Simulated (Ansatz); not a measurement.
Reference: LiMg (Pm-3m), PBEsol, DFPT electron-phonon coupling, linearised Boltzmann equation (plane waves, PAW, scalar-relativistic; Ansatz, an electronic-structure program); geometry: relaxed with this functional, without spin-orbit coupling.

LiMg is modelled in the cubic space group Pm-3m (No. 221), the CsCl type structure, Pearson symbol cP2. Cell: a = b = c = 3.411 Å, α = β = γ = 90.00°. Li on 1a sees 8 Mg at 2.954 Å and 6 Li at 3.411 Å. Mg on 1b is coordinated by 8 Li at 2.954 Å and 6 Mg at 3.411 Å. (Neighbours: up to the widest gap in distance over summed covalent radii, below 1.35, at either atom.)

| Quantity | Result |
|---|---|
| resistivity at 300 K | 6.8 μΩ·cm |
| mean free path at 300 K | 15.5 nm |
| electron-phonon coupling λ | 0.32 |
| logarithmic mean phonon energy | 20 meV |

### Question
Replace Li by Sc on the same sites and relax. What happens?

### Answer
MgSc (Pm-3m): volume per atom 19.8 to 22.6 Å³; resistivity at 300 K rises (6.8 μΩ·cm to 27 μΩ·cm); mean free path at 300 K falls (15.5 nm to 4.2 nm); electron-phonon coupling λ stays about the same (0.32 to 0.34); logarithmic mean phonon energy falls (20 meV to 15.9 meV).

### Question
Replace Li by La on the same sites and relax. What happens?

### Answer
MgLa (Pm-3m): volume per atom 19.8 to 29.9 Å³; resistivity at 300 K rises (6.8 μΩ·cm to 41 μΩ·cm); mean free path at 300 K falls (15.5 nm to 3.8 nm); electron-phonon coupling λ rises (0.32 to 0.51); logarithmic mean phonon energy falls (20 meV to 9.9 meV).

### Question
Replace Li by Au on the same sites and relax. What happens?

### Answer
MgAu (Pm-3m): volume per atom 19.8 to 17.3 Å³; resistivity at 300 K stays about the same (6.8 μΩ·cm to 5.7 μΩ·cm); mean free path at 300 K stays about the same (15.5 nm to 16.6 nm); electron-phonon coupling λ stays about the same (0.32 to 0.37); logarithmic mean phonon energy falls (20 meV to 8.0 meV).

Moves up to 17 % count as about the same. Metals; harmonic phonons alone scatter; means over directions. The mean free path is weighted by the current that each state carries. Halving the electron mesh moves these values by up to 12 %; q meshes are mostly untested. Some of the runs warned that the eigensolver left states short of its tolerance. Spin-orbit coupling is left out.

Formula and space group known from diffraction (Crystallography Open Database), not checked to be the room-temperature form: MgAu (Pm-3m), MgLa (Pm-3m). Computed structure with no diffraction record at hand here (it may be known, metastable or hypothetical): LiMg (Pm-3m), MgSc (Pm-3m). The missing spin-orbit coupling matters most for MgAu (Pm-3m).
